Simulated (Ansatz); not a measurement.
Pt under a change: pressure 15 GPa

Base system: Pt in the fcc (Cu type) structure (space group Fm-3m, No. 225; a = 3.970 Å).

One thing is altered: a hydrostatic pressure of 15 GPa.

Computed with DFT with PBE, PAW potentials and a 420 eV plane-wave cutoff in Ansatz (a quantum-chemistry and plane-wave program), spin-orbit coupling left out, earlier PAW set. Γ-centred 20×20×20 mesh, Fermi–Dirac width 0.05 eV.

```tsv
quantity	base	changed	shift
volume per atom	15.64 Å³	14.84 Å³	-0.80 Å³
density	20.71 g/cm³	21.82 g/cm³	+1.11 g/cm³
shortest interatomic distance	5.305 bohr	5.213 bohr	-0.092 bohr
band gap	zero	zero	–
```

Load acts through the strain it causes; cell and atoms are relaxed under it. No phonon test of stability was made. No other phases were tried under pressure. All final runs are without spin polarisation.
